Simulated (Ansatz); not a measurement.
Convergence test for RhAu (Fd-3m, 4 atoms in the cell)

```cif
data_Au2Rh2
_chemical_formula_sum 'Rh2 Au2'
_space_group_name_H-M_alt 'P 1'
_space_group_IT_number 1
_cell_length_a 4.40280
_cell_length_b 4.40280
_cell_length_c 4.40280
_cell_angle_alpha 60.000
_cell_angle_beta 60.000
_cell_angle_gamma 60.000
loop_
_space_group_symop_operation_xyz
  'x, y, z'
loop_
_atom_site_label
_atom_site_type_symbol
_atom_site_fract_x
_atom_site_fract_y
_atom_site_fract_z
_atom_site_occupancy
Rh1 Rh 0.75000 0.75000 0.75000 1
Rh2 Rh 0.50000 0.50000 0.50000 1
Au1 Au 0.00000 0.00000 0.00000 1
Au2 Au 0.25000 0.25000 0.25000 1
```

Computed with PBE (plane waves, PAW; Ansatz, a program for electronic structure).

The starting cell was generated: these elements placed on a structure prototype, without a prior relaxation; it need not be a known phase or ordering of this composition. Spin polarisation is off. In the base run, with a pressure of about 16 GPa the cell is away from its equilibrium volume at this level. Ansatz's pressure includes its estimate of the finite-basis (Pulay) stress.

Held fixed: basis.ecutwfc = 30.9 Ry; hamiltonian.xc = pbe; hamiltonian.pseudopotentials = {kind: paw} (the program's default PAW files); scf.occupations.method = fermi_dirac; scf.occupations.width = 0.01 Ry.

ΔF is the free energy per atom less that of the last row (22 22 22).

```json
[
 {"kpoints.mp_grid.grid": "1 1 1", "ΔF (meV/atom)": "822.5", "pressure (GPa)": "45.35", "k-points": "1", "iterations": "8"},
 {"kpoints.mp_grid.grid": "2 2 2", "ΔF (meV/atom)": "408.3", "pressure (GPa)": "24.15", "k-points": "3", "iterations": "6"},
 {"kpoints.mp_grid.grid": "3 3 3", "ΔF (meV/atom)": "-83.1", "pressure (GPa)": "14.01", "k-points": "4", "iterations": "6"},
 {"kpoints.mp_grid.grid": "4 4 4", "ΔF (meV/atom)": "20.9", "pressure (GPa)": "16.50", "k-points": "8", "iterations": "6"},
 {"kpoints.mp_grid.grid": "5 5 5", "ΔF (meV/atom)": "-7.9", "pressure (GPa)": "15.33", "k-points": "10", "iterations": "6"},
 {"kpoints.mp_grid.grid": "6 6 6", "ΔF (meV/atom)": "1.78", "pressure (GPa)": "15.83", "k-points": "16", "iterations": "6"},
 {"kpoints.mp_grid.grid": "7 7 7", "ΔF (meV/atom)": "-0.23", "pressure (GPa)": "15.54", "k-points": "20", "iterations": "6"},
 {"kpoints.mp_grid.grid": "9 9 9", "ΔF (meV/atom)": "0.66", "pressure (GPa)": "15.62", "k-points": "35", "iterations": "6"},
 {"kpoints.mp_grid.grid": "10 10 10", "ΔF (meV/atom)": "-0.69", "pressure (GPa)": "15.62", "k-points": "47", "iterations": "6"},
 {"kpoints.mp_grid.grid": "12 12 12", "ΔF (meV/atom)": "-0.32", "pressure (GPa)": "15.62", "k-points": "72", "iterations": "6"},
 {"kpoints.mp_grid.grid": "14 14 14", "ΔF (meV/atom)": "-0.11", "pressure (GPa)": "15.63", "k-points": "104", "iterations": "6"},
 {"kpoints.mp_grid.grid": "18 18 18", "ΔF (meV/atom)": "0.00", "pressure (GPa)": "15.64", "k-points": "195", "iterations": "6"},
 {"kpoints.mp_grid.grid": "22 22 22", "ΔF (meV/atom)": "0.00", "pressure (GPa)": "15.64", "k-points": "328", "iterations": "6"}
]
```

Energy within 2 meV/atom of the last row: from kpoints.mp_grid.grid = 6 6 6 on; the one before it is off by 7.9 meV/atom.

Pressure within 1 GPa of the last row: from kpoints.mp_grid.grid = 4 4 4 on; the one before it is off by 1.6 GPa. The value it settles on is 15.6 GPa at this level of theory and with the other settings as held.

Keys are those of Ansatz 0.2.
